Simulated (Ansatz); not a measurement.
A self-consistent single point of SrHI (P4mm, 6 atoms in the cell) with Ansatz (an electronic-structure program).

Computed with PBEsol, default PAW files made with PBE (plane waves; Ansatz).

The change in words: lattice scaled by 0.98; basis.ecutwfc: 30.9 Ry → 37.1 Ry. Reference geometry:
```xyz
6
Lattice="4.3024 0.0000 0.0000 0.0000 4.3024 0.0000 0.0000 0.0000 9.1251" Properties=species:S:1:pos:R:3 pbc="T T T"
Sr     0.0000     2.1512     1.3702
Sr     2.1512     0.0000     7.8049
H      2.1512     2.1512     0.0000
H      0.0000     0.0000     0.0000
I      0.0000     2.1512     6.2486
I      2.1512     0.0000     2.8765
```

Reference input (self-consistent single point, DFT, PBEsol, plane waves, default PAW files made with PBE): basis.ecutwfc = 30.9 Ry; kpoints.mp_grid.grid = 5 5 2; hamiltonian.xc = pbesol; hamiltonian.pseudopotentials = {kind: paw} (the program's default PAW files); scf.occupations.method = fixed. This run's input differs from it in these lines:

Ansatz 0.2 input:
```diff
@@ -2,5 +2,5 @@
   lattice:
-    - [4.302439, 0.000000, 0.000000]
-    - [0.000000, 4.302439, 0.000000]
-    - [0.000000, 0.000000, 9.125103]
+    - [4.216390, 0.000000, 0.000000]
+    - [0.000000, 4.216390, 0.000000]
+    - [0.000000, 0.000000, 8.942601]
   atoms:
@@ -13,3 +13,3 @@
 basis:
-  ecutwfc: 30.9 Ry
+  ecutwfc: 37.1 Ry
 kpoints:
```

Output (repeated stretches shortened):

```
SCF iter   1: F=—  HF=-21887.518495 eV  |F-HF|=—  |Δ(HF+E_count)|=         —  Δρ=4.37e-3  dr2=3.22e-2  ethr=1.77e-3  ⟨swp⟩=6.7  Hψ=1686  notcnv=0  defer=42
all-band conjugate gradients solve this SCF's bands
preconditioner: auto → Resta (q_TF=auto, 2.293 Å⁻¹)
SCF iter   2: F=—  HF=-21887.512549 eV  |F-HF|=—  |Δ(HF+E_count)|=   5.95e-3  Δρ=1.97e-3  dr2=5.54e-3  ethr=5.75e-5  ⟨swp⟩=3.1  Hψ=767  notcnv=0  defer=48
SCF iter   3: F=—  HF=-21887.511871 eV  |F-HF|=—  |Δ(HF+E_count)|=   6.78e-4  Δρ=3.39e-4  dr2=2.52e-4  ethr=9.89e-6  ⟨swp⟩=3.0  Hψ=538  notcnv=0  defer=48
SCF iter   4: F=—  HF=-21887.511937 eV  |F-HF|=—  |Δ(HF+E_count)|=   6.59e-5  Δρ=1.23e-4  dr2=1.93e-5  ethr=4.50e-7  ⟨swp⟩=2.8  Hψ=662  notcnv=0  defer=48
SCF iter   5: F=—  HF=-21887.512075 eV  |F-HF|=—  |Δ(HF+E_count)|=   1.37e-4  Δρ=2.12e-5  dr2=7.92e-7  ethr=3.45e-8  ⟨swp⟩=2.5  Hψ=630  notcnv=0  defer=48
SCF iter   6: F=-21887.512076 eV  HF=-21887.512075 eV  |F-HF|=9.04e-8  |Δ(HF+E_count)|=   8.12e-7  Δρ=6.02e-6  dr2=6.46e-8  ethr=1.79e-10  ⟨swp⟩=19.0  Hψ=3251  notcnv=0
SCF 1 converged in 6 iterations: F = -21887.512076 eV  dr2 = 6.46e-8
Free energy (F): -21887.512076 eV
Internal energy: -21887.512076 eV  (E = F + TS)
E sigma→0 (E₀):  -21887.512076 eV
Fermi energy:    5.428143 eV
--- Forces (eV/Å), atoms counted from 1 ---
  atom   1  Sr     0.00000000     0.00000000    -0.17614473
  atom   2  Sr    -0.00000000     0.00000000     0.00939868
  atom   3  H     -0.00000000     0.00000000     0.05755817
  atom   4  H      0.00000000     0.00000000     0.05755817
  atom   5  I     -0.00000000     0.00000000    -0.05085090
  atom   6  I      0.00000000     0.00000000     0.10246905
--- Stress (GPa, compression-positive) ---
        0.118071       0.000000      -0.000000
        0.000000       0.118071       0.000000
       -0.000000       0.000000      -0.274461
  P = ⅓ Tr σ = -0.0128 GPa (-0.128 kbar)
  The stress holds the Pulay correction. Without it, at fixed plane waves, as pw.x and ABINIT print it: P = -0.0178 GPa
```

The run converged in 6 iterations. Against the reference run the free energy drops by 9.7 meV/atom, the pressure goes from -1.63 to -0.01 GPa, the largest force goes from 0.200 to 0.176 eV/Å and the gap on the mesh goes from 3.409 to 3.279 eV.

The starting cell comes from a database of computed structures (which also holds hypothetical and non-ambient phases and stackings), without a prior relaxation at this level. Its lattice was rescaled by up to half a per cent. One atom was moved a little off its site on purpose. For this run, on top of that: lattice scaled by 0.98. Spin-orbit coupling is off. Ansatz's pressure includes its estimate of the finite-basis (Pulay) stress.
